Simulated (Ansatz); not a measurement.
Worked example: self-consistent single point of ReRh3 (I4/mmm, 4 atoms in the cell) in Ansatz (a quantum-chemistry and plane-wave program)

Method of the run: PBE (plane waves, PAW; Ansatz).

This input was run:

Ansatz 0.2 input:
```yaml
crystal:
  lattice:
    - [-1.82671900, 1.82671900, 4.06891400]
    - [1.82671900, -1.82671900, 4.06891400]
    - [1.82671900, 1.82671900, -4.06891400]
  atoms:
    - { symbol: Rh, position: [0.50000000, 0.50000000, 0.00000000] }
    - { symbol: Rh, position: [0.75000000, 0.25000000, 0.50000000] }
    - { symbol: Rh, position: [0.25000000, 0.75000000, 0.50000000] }
    - { symbol: Re, position: [0.00000000, 0.00000000, 0.00000000] }
basis:
  ecutwfc: 30.9 Ry
kpoints:
  mp_grid:
    grid: [9, 9, 9]
hamiltonian:
  xc: pbe
  pseudopotentials:
    kind: paw
scf:
  occupations:
    method: methfessel_paxton
    width: 0.01 Ry
output:
  forces: true
  eigenvalues: true
  stress: true
```

Output (repeated stretches shortened):

```
WARN ansatz: RAYON_NUM_THREADS=1 ignored (pool sized by the plan → 1); use --threads N
Pseudopotentials: kind: paw
Pseudopotential: Rh, paw, valence charge 17
Pseudopotential: Re, paw, valence charge 15
Crystal: 4 atoms, lattice volume = 54.310 Å³
Basis set: ecut = 420.4159175005146 eV, 1057 PW (Γ), exchange–correlation on 72×72×72 points (8 copies of the dense FFT grid, shifted against one another)
Bands: 40, of which v1, the nominal top of the filled ones, is band 33 counted from 1 (32 counted from 0)
Symmetry: 16 space group operations
Space group: I4/mmm (ITA 139), of the structure as read, at distance tolerance 3.8e-5 Å
k-points: 75 of 729
Initial density: superposition of atomic densities (neutral atoms: chi_scale 0, normalization atom), corrected by the library's trained network
Initial wavefunctions: pseudopotential atomic-orbital guess
Eigensolver: davidson
Functional: x = pbe(κ = 0.804, μ = 0.2195149727645171), c = pbe(β = 0.06672455060314922)
SCF iter   1: F=—  HF=-30076.492710 eV  |F-HF|=—  |Δ(HF+E_count)|=         —  Δρ=7.42e-3  dr2=3.04e-2  ethr=1.77e-3  ⟨swp⟩=5.3  Hψ=10251  notcnv=0
all-band conjugate gradients solve this SCF's bands
preconditioner: auto → Kerker (q_TF=auto, 2.818 Å⁻¹)
SCF iter   2: F=—  HF=-30076.493644 eV  |F-HF|=—  |Δ(HF+E_count)|=   9.34e-4  S|Δr|=    0.00e0  Δρ=3.70e-3  dr2=6.92e-3  ethr=4.60e-5  ⟨swp⟩=1.7  Hψ=3845  notcnv=0
SCF iter   3: F=—  HF=-30076.493711 eV  |F-HF|=—  |Δ(HF+E_count)|=   6.70e-5  S|Δr|=    0.00e0  Δρ=5.82e-4  dr2=1.67e-4  ethr=1.05e-5  ⟨swp⟩=1.0  Hψ=2917  notcnv=0
SCF iter   4: F=—  HF=-30076.493718 eV  |F-HF|=—  |Δ(HF+E_count)|=   7.06e-6  S|Δr|=    0.00e0  Δρ=1.14e-4  dr2=8.96e-6  ethr=2.54e-7  ⟨swp⟩=2.2  Hψ=4285  notcnv=0
SCF iter   5: F=—  HF=-30076.493713 eV  |F-HF|=—  |Δ(HF+E_count)|=   4.48e-6  S|Δr|=    0.00e0  Δρ=3.51e-5  dr2=8.22e-7  ethr=1.36e-8  ⟨swp⟩=2.4  Hψ=4915  notcnv=0
SCF iter   6: F=-30076.493713 eV  HF=-30076.493713 eV  |F-HF|=2.48e-8  |Δ(HF+E_count)|=   5.28e-8  S|Δr|=    0.00e0  Δρ=7.52e-6  dr2=4.01e-8  ethr=1.52e-10  ⟨swp⟩=6.6  Hψ=10551  notcnv=0
SCF 1 converged in 6 iterations: F = -30076.493713 eV  dr2 = 4.01e-8
SCF converged after 6 iterations
Stability not checked (fill_not_monotonic)
Free energy (F): -30076.493713 eV
Harris-Foulkes:  -30076.493713 eV  (|F-HF|=2.48e-8)
Internal energy: -30076.489918 eV  (E = F + TS)
E sigma→0 (E₀):  -30076.492765 eV
Entropy (-TS):   -0.003795 eV (-0.949 meV/atom)
Fermi energy:    23.816430 eV
--- Per-component energies (eV) ---
  E_band       = -271.696461
  E_kinetic    = 2266.637540
  E_local      = -5371.277238  (includes V_loc(G=0)·N_el)
  E_nonlocal   = 1112.186585
  E_hartree    = 1910.335648
  E_xc         = -1072.029868
  E_vxc        = -1143.103930  (∫ρ·V_xc dr)
  E_paw        = -19419.879671  (= ΣΔE_a)
  E_vpaw       = -956.811204  (= ΣTr[D̂ρ^β])
  E_aug_tail   = 0.002593  (compensation charges beyond the density's cutoff)
  E_ewald      = -9502.465508
  E_smearing   = -0.003795  (= −TS)
  E_closure    = -0.000000  (closes the sum)
  Σ components = -30076.493713   (vs F -30076.493713, Δ=0.00e0)
--- Forces (eV/Å), atoms counted from 1 ---
  atom   1  Rh     0.00000000     0.00000000     0.00000000
   [... zero for the other atoms too ...]
  max |Σ_I F_I| component: 4.86e-17 eV/Å
--- Stress (GPa, compression-positive) ---
       25.346004       0.000000       0.000000
        0.000000      25.346004       0.000000
        0.000000       0.000000      -3.654640
  P = ⅓ Tr σ = 15.6791 GPa (156.791 kbar)
  The stress holds the Pulay correction. Without it, at fixed plane waves, as pw.x and ABINIT print it: P = 15.5349 GPa
--- Band table (eV; the first three rows and the last of 75) ---
  k-point 0: bands = ["-56.6201", "-55.0845", "-54.9629", "-54.8557", "-23.1407", "-23.0833", "-23.0833", "-23.0698", "-23.0698", "-22.7658", "-22.6539", "-22.5638", "-22.5638", "-18.4555", "-18.4521", "-18.4521", "14.9375", "17.1072", "17.5573", [...]
  k-point 1: bands = ["-56.6191", "-55.0829", "-54.9581", "-54.8630", "-23.1490", "-23.0862", "-23.0698", "-23.0620", "-23.0189", "-22.7596", "-22.6590", "-22.6329", "-22.5582", "-18.4724", "-18.4570", "-18.4517", "15.3161", "17.3644", "17.8633", [...]
  k-point 2: bands = ["-56.6168", "-55.0791", "-54.9452", "-54.8813", "-23.1814", "-23.1258", "-23.0566", "-23.0183", "-22.8539", "-22.8051", "-22.7456", "-22.6775", "-22.5446", "-18.5015", "-18.4606", "-18.4507", "16.3077", "17.8678", "18.7145", [...]
  k-point 74: bands = ["-56.6181", "-55.0692", "-54.9768", "-54.8595", "-23.1880", "-23.1872", "-22.9596", "-22.9417", "-22.8970", "-22.8735", "-22.7655", "-22.5856", "-22.5809", "-18.4843", "-18.4552", "-18.4528", "16.9339", "16.9964", "17.3653", [...]
```

The run converged in 6 iterations.

The starting cell was generated: these elements placed on a structure prototype, without a prior relaxation; it need not be a known phase or ordering of this composition. Spin-orbit coupling is off. Spin polarisation is off. With a pressure of about 16 GPa the cell is away from its equilibrium volume at this level. Ansatz's pressure includes its estimate of the finite-basis (Pulay) stress.
